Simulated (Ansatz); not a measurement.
The structure below was relaxed with DFT with PBEsol, PAW potentials and a 420 eV plane-wave cutoff in Ansatz (a program for electronic structure), no spin-orbit coupling, at pressure 5 GPa.

Space group Pm-3n (No. 223); a = b = c = 4.614 Å, α = β = γ = 90.00°

```
atom  site  symmetry       x       y       z
----  ----  --------  ------  ------  ------
V       6c     -4m.2  0.0000  0.5000  0.2500
Si      2a      m-3.  0.0000  0.0000  0.0000
```

Q: Write out a cell with all atoms.

A: 
```
V3Si
1.0
    4.61395     0.00000     0.00000
    0.00000     4.61395     0.00000
    0.00000     0.00000     4.61395
V Si
6 2
Direct
  0.25000   0.00000   0.50000
  0.75000   0.00000   0.50000
  0.00000   0.50000   0.25000
  0.00000   0.50000   0.75000
  0.50000   0.25000   0.00000
  0.50000   0.75000   0.00000
  0.00000   0.00000   0.00000
  0.50000   0.50000   0.50000
```
This is the conventional cell.

Load acts through the strain it causes; cell and atoms are relaxed under it. Stability against distortions was not tested. No other phases were tried under pressure. All final runs are without spin polarisation. The cell was made from V3Si in the A15 (Cr3Si type) structure (space group Pm-3n, No. 223) by this change: pressure 5 GPa.
